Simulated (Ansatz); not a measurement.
We consider LaGaO3 (R-3c, No. 167, 10 atoms in the cell; start mp-3336; a measured phase of this formula has another space group), described by PBEsol+SOC (Ansatz, an electronic-structure program, plane waves, PAW).

Run with plane-wave cutoff 520 eV, 6×6×6 k mesh, Fermi–Dirac smearing 0.01 eV, PAW data made under PBE.

Cell (relaxed with PBEsol):

Space group R-3c, hexagonal axes (No. 167); a = 5.5226 Å, b = 5.5226 Å, c = 13.2730 Å, α = 90.00°, β = 90.00°, γ = 120.00°

```json
[
 {"atom": "La", "site": "6a", "symmetry": "32", "x": "0.0000", "y": "0.0000", "z": "0.2500"},
 {"atom": "Ga", "site": "6b", "symmetry": "-3.", "x": "0.0000", "y": "0.0000", "z": "0.0000"},
 {"atom": "O", "site": "18e", "symmetry": ".2", "x": "0.4346", "y": "0.4346", "z": "0.2500"}
]
```
(The calculation used a cell of 10 atoms; values per cell refer to that cell.)

Q: Give the computed band gap.

A: 
- band gap = 3.70 eV (on the SCF k mesh)

The computed numbers hold no vibrational or temperature effects.

It cost roughly 2.3 core-minutes of CPU time.

A start named mp-… is a Materials Project structure, which need not be a measured phase.
